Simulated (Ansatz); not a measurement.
Functionals compared on the (221) surface of alpha tin in its 1x1 cell, outermost plane spacing 0.55 Å in the ideal cut, in Ansatz (plane waves, PAW). The structure was relaxed with PBE; the other rows are single points on it, each with its references at the same level. Cutoff 420 eV (500 eV for r2SCAN).

Set-up: 20 atoms, 10.5 Å thick at the start; mesh 8x3x1; 0.1 eV smearing; dipole correction on; all atoms relaxed; held to the start's symmetry, so lower structures may exist; no spin, no spin-orbit, no U. These notes are the PBE run's.

```
functional  surface energy (J/m²)  work function of the top face (eV)          rough cost of the single point
----------  ---------------------  ----------------------------------  --------------------------------------
PBE                          0.59                                4.34                                       –
LDA                          0.74                                4.57                  roughly 5 core-minutes
PBEsol                       0.68                                4.40                  roughly 5 core-minutes
RPBE                         0.51                                4.25   about 6 core-minutes (a rough figure)
r2SCAN                       0.73                                4.53  about 11 core-minutes (a rough figure)
```

Ansatz is an electronic-structure program.
